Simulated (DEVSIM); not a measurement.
System: illuminated Si p-on-n cell, one wavelength, at 400 K.

Layer 1 from the left is Si, thickness (μm) 0.150, Na (cm⁻³) 2.5e18, τn (s) 4e-5, τp (s) 1.9e-5, absorption coefficient (cm⁻¹) 27000. Layer 2 from the left is Si, thickness (μm) 25.0, Nd (cm⁻³) 2.3e15, τn (s) 0.00019, τp (s) 0.00019, absorption coefficient (cm⁻¹) 27000.

Left contact: ohmic, minority electron recombination velocity 100 cm/s. Right contact: ohmic, minority hole recombination velocity 5000 cm/s. Voltage is applied to the left contact. Recombination: SRH at mid-gap, radiative, Auger. Light enters at the left, 4e16 photons cm⁻² s⁻¹, one pass, no reflection. Mobility is constant in doping.

Constants are typed, rounded textbook-type inputs, not results; the design itself was drawn at random and stands for no fabricated device. Values at 300 K; Nc and Nv go as T^1.5, mobilities as T to minus their exponent, the gap by Varshni's rule with the affinity fixed.

Si: gap (eV) 1.124, affinity (eV) 4.05, permittivity 11.7, Nc (cm⁻³) 2.86e19, Nv (cm⁻³) 3.1e19, μn (cm²/Vs) 1417, μp (cm²/Vs) 470, T exponent of μn 2.3, T exponent of μp 2.2, B (cm³/s) 4.7e-15, Cn (cm⁶/s) 2.8e-31, Cp (cm⁶/s) 9.9e-32, Varshni α (eV/K) 0.000473, Varshni β (K) 636.

DEVSIM, 1D drift-diffusion, Boltzmann statistics, complete ionisation; no tunnelling, impact ionisation, image-force lowering or self-heating.

Problem. What does the simulation give for the potential step across the device at zero bias, the largest field in the device at zero bias, the short-circuit current?

Solution. potential step across the device at zero bias 0.655 V; largest field in the device at zero bias 100000 V/cm; short-circuit current 6.39 mA/cm².
